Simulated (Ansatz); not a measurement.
System: LaBeNO (model structure, started from the LaZnOP type, P4/nmm, No. 129, 8 atoms in the cell). Method: PBEsol (plane waves, PAW; Ansatz, a program for electronic structure).

Settings: plane-wave cutoff 520 eV, 10×10×6 k mesh (along the axes of the cell as run), Fermi–Dirac smearing 0.01 eV, scalar-relativistic PAW data made under PBE.

Cell (relaxed with PBEsol):

```
CELL_PARAMETERS angstrom
      3.55987     0.00000     0.00000
      0.00000     3.55987     0.00000
      0.00000     0.00000     7.76706
ATOMIC_POSITIONS crystal
  La 0.00000 0.50000 0.81937
  La 0.50000 0.00000 0.18063
  Be 0.00000 0.00000 0.50000
  Be 0.50000 0.50000 0.50000
  N  0.50000 0.00000 0.58594
  N  0.00000 0.50000 0.41406
  O  0.50000 0.50000 0.00000
  O  0.00000 0.00000 0.00000
```

Task: Give the computed band gap and smallest direct gap on the k points sampled.

Result: 
- band gap = 2.02 eV
- smallest direct gap on the k points sampled = 2.19 eV

Note: the relaxation could raise the start's symmetry but not lower it, so the cell can be a saddle point.

Spin–orbit coupling is not included.

The computed numbers hold no vibrational or temperature effects.

A model structure was made by putting elements into a prototype or built by hand; it is no filed structure, need not be a known phase, and can be a saddle point held by its symmetry.
